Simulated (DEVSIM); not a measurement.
## Si p-i-n diode

Device: Si p-i-n diode, at 300 K.

```
layer (left to right)  material  thickness (μm)  Nd (cm⁻³)  Na (cm⁻³)   τn (s)   τp (s)
---------------------  --------  --------------  ---------  ---------  -------  -------
1                            Si           0.270          -     1.4e18  0.00066  0.00066
2                            Si            4.00     3.8e11          -  0.00066  0.00066
3                            Si           0.610     9.5e18          -  0.00066  0.00066
```

Left contact: ohmic. Right contact: ohmic. Voltage is applied to the left contact. Recombination: SRH at mid-gap. Gap narrowing is on: ΔEg = 6.92 meV × (l + √(l² + 0.5)), l = ln(N/1.3e17 cm⁻³), shared equally by both band edges. Mobility is μmin + (μ − μmin)/(1 + (N/Nref)^α).

Constants are typed, rounded textbook-type inputs, not results; the design itself was drawn at random and stands for no fabricated device. Values at 300 K.

| parameter | Si |
|---|---|
| gap (eV) | 1.124 |
| affinity (eV) | 4.05 |
| permittivity | 11.7 |
| Nc (cm⁻³) | 2.86e19 |
| Nv (cm⁻³) | 3.1e19 |
| μn (cm²/Vs) | 1417 |
| μp (cm²/Vs) | 470 |
| μn,min | 52 |
| μp,min | 45 |
| Nref,n | 9.7e16 |
| Nref,p | 2.2e17 |
| αn | 0.68 |
| αp | 0.72 |

Simulated with DEVSIM: 1D drift-diffusion, Boltzmann statistics, complete ionisation; no tunnelling, impact ionisation, image-force lowering or self-heating.

```json
{
  "potential_step_across_the_device_at_zero_bias": "0.969 V",
  "Dark forward voltage at 1 A/cm²": "0.651 V",
  "Dark forward voltage at 100 A/cm²": "0.774 V"
}
```

Dark reverse current:

| V (V) | J (A/cm²) |
|---|---|
| -0.04 | -6.2e-11 |
| -0.10 | -1.1e-10 |
| -0.20 | -1.6e-10 |
| -0.30 | -2.0e-10 |
| -0.40 | -2.3e-10 |
| -0.60 | -2.7e-10 |
| -0.80 | -3.1e-10 |
| -1.00 | -3.3e-10 |
| -1.30 | -3.6e-10 |
| -1.60 | -3.8e-10 |
| -2.00 | -4.0e-10 |

Dark forward current:

(V (V), J (A/cm²)): (0.05, 2.2e-10); (0.10, 1.1e-9); (0.15, 5.8e-9); (0.20, 3.3e-8); (0.25, 2.1e-7); (0.30, 1.4e-6); (0.35, 9.3e-6); (0.40, 6.4e-5); (0.45, 0.00044); (0.50, 0.0030); (0.55, 0.021); (0.60, 0.14); (0.65, 0.98); (0.70, 6.6); (0.75, 42); (0.80, 250); (0.85, 1200); (0.90, 4800)
